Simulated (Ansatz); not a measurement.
A self-consistent single point of SrZn2 (Imma, 12 atoms in the cell) with Ansatz (a first-principles code).

Method: r2SCAN, default PAW files made with PBE (plane waves; Ansatz).

The change in words: 1 x 2 x 1 supercell, mesh divided and rounded up; kpoints.mp_grid.grid: 5 5 5 → 5 3 5. Reference geometry:
```
CELL_PARAMETERS angstrom
     -2.38950     3.89750     3.91000
      2.38950    -3.89750     3.91000
      2.38950     3.89750    -3.91000
ATOMIC_POSITIONS crystal
  Sr 0.30200 0.05200 0.25000
  Sr 0.69800 0.94800 0.75000
  Zn 0.27400 0.33500 0.93900
  Zn 0.89600 0.33500 0.56100
  Zn 0.72600 0.66500 0.06100
  Zn 0.10400 0.66500 0.43900
```

Reference input (self-consistent single point, DFT, r2SCAN, plane waves, default PAW files made with PBE): basis.ecutwfc = 500 eV; kpoints.mp_grid.grid = 5 5 5; hamiltonian.xc = r2scan; hamiltonian.pseudopotentials = {kind: paw} (the program's default PAW files); scf.occupations.method = gaussian; scf.occupations.width = 0.1 eV. This run's input differs from it in these lines:

Ansatz 0.2 input:
```diff
@@ -3,11 +3,17 @@
     - [-2.389500, 3.897500, 3.910000]
-    - [2.389500, -3.897500, 3.910000]
+    - [4.779000, -7.795000, 7.820000]
     - [2.389500, 3.897500, -3.910000]
   atoms:
-    - { symbol: Sr, position: [0.302000, 0.052000, 0.250000] }
-    - { symbol: Sr, position: [0.698000, 0.948000, 0.750000] }
-    - { symbol: Zn, position: [0.274000, 0.335000, 0.939000] }
-    - { symbol: Zn, position: [0.896000, 0.335000, 0.561000] }
-    - { symbol: Zn, position: [0.726000, 0.665000, 0.061000] }
-    - { symbol: Zn, position: [0.104000, 0.665000, 0.439000] }
+    - { symbol: Sr, position: [0.302000, 0.026000, 0.250000] }
+    - { symbol: Sr, position: [0.302000, 0.526000, 0.250000] }
+    - { symbol: Sr, position: [0.698000, 0.474000, 0.750000] }
+    - { symbol: Sr, position: [0.698000, 0.974000, 0.750000] }
+    - { symbol: Zn, position: [0.274000, 0.167500, 0.939000] }
+    - { symbol: Zn, position: [0.274000, 0.667500, 0.939000] }
+    - { symbol: Zn, position: [0.896000, 0.167500, 0.561000] }
+    - { symbol: Zn, position: [0.896000, 0.667500, 0.561000] }
+    - { symbol: Zn, position: [0.726000, 0.332500, 0.061000] }
+    - { symbol: Zn, position: [0.726000, 0.832500, 0.061000] }
+    - { symbol: Zn, position: [0.104000, 0.332500, 0.439000] }
+    - { symbol: Zn, position: [0.104000, 0.832500, 0.439000] }
 basis:
@@ -16,3 +22,3 @@
   mp_grid:
-    grid: [5, 5, 5]
+    grid: [5, 3, 5]
 hamiltonian:
```

Output, abridged:

```
SCF iter   1: F=—  HF=-40828.655674 eV  |F-HF|=—  |Δ(HF+E_count)|=         —  Δρ=1.45e-2  dr2=4.19e-1  dr2_τ=2.27e-2  ethr=1.77e-3  ⟨swp⟩=12.3  Hψ=17895  notcnv=0  defer=21
all-band conjugate gradients solve this SCF's bands
preconditioner: auto → Kerker (q_TF=auto, 2.403 Å⁻¹)
SCF iter   2: F=—  HF=-40828.784264 eV  |F-HF|=—  |Δ(HF+E_count)|=   1.29e-1  Δρ=2.56e-3  dr2=4.55e-2  dr2_τ=1.91e-3  ethr=3.08e-4  ⟨swp⟩=2.3  Hψ=5915  notcnv=0  defer=224
   [... lines left out ...]
SCF iter   7: F=—  HF=-40828.753984 eV  |F-HF|=—  |Δ(HF+E_count)|=   9.74e-5  Δρ=7.67e-5  dr2=1.08e-5  dr2_τ=8.30e-8  ethr=9.25e-9  ⟨swp⟩=2.6  Hψ=5595  notcnv=0  defer=224
SCF iter   8: F=—  HF=-40828.753978 eV  |F-HF|=—  |Δ(HF+E_count)|=   5.71e-6  Δρ=1.51e-5  dr2=8.85e-7  dr2_τ=1.24e-8  ethr=7.93e-9  ⟨swp⟩=2.0  Hψ=4855  notcnv=0  defer=224
SCF iter   9: F=-40828.753978 eV  HF=-40828.753978 eV  |F-HF|=3.49e-9  |Δ(HF+E_count)|=   3.06e-7  Δρ=2.98e-6  dr2=5.77e-8  dr2_τ=7.77e-10  ethr=7.35e-11  ⟨swp⟩=12.2  Hψ=19783  notcnv=0
SCF 1 converged in 9 iterations: F = -40828.753978 eV  dr2 = 5.77e-8
Free energy (F): -40828.753978 eV
Internal energy: -40828.723952 eV  (E = F + TS)
E sigma→0 (E₀):  -40828.738965 eV
Entropy (-TS):   -0.030026 eV (-2.502 meV/atom)
Fermi energy:    8.187435 eV
--- Forces (eV/Å), atoms counted from 1 ---
  atom   1  Sr     0.00229277     0.01071158    -0.17436302
  atom   2  Sr     0.00229277     0.01071158    -0.17436302
  atom   3  Sr    -0.00229277    -0.01071158     0.17436302
  atom   4  Sr    -0.00229277    -0.01071158     0.17436302
  atom   5  Zn    -0.03573621    -0.10158742    -0.00422991
  atom   6  Zn    -0.03573621    -0.10158742    -0.00422991
  atom   7  Zn    -0.02500071     0.09439224    -0.00531791
  atom   8  Zn    -0.02500071     0.09439224    -0.00531791
   [... lines left out ...]
  atom  12  Zn     0.02500071    -0.09439224     0.00531791
--- Stress (GPa, compression-positive) ---
       -1.741573      -0.027348      -0.022033
       -0.027348      -0.927682      -0.003865
       -0.022033      -0.003865      -1.516109
  P = ⅓ Tr σ = -1.3951 GPa (-13.951 kbar)
  The stress holds the Pulay correction. Without it, at fixed plane waves, as pw.x and ABINIT print it: P = -1.4188 GPa
```

The run converged in 9 iterations. Against the reference run the free energy goes down by 4.6 meV/atom, the pressure moves little (-1.39 to -1.40 GPa) and the largest force goes from 0.165 to 0.175 eV/Å.

The starting cell comes from a database of published, mostly measured structures (it also holds non-ambient and calculated ones), without a prior relaxation at this level. Ansatz's pressure includes its estimate of the finite-basis (Pulay) stress.

The mesh has a lower symmetry than the crystal, so small forces and shears that the space group forbids can appear.

Cost on one core of a shared machine: roughly 2 min.
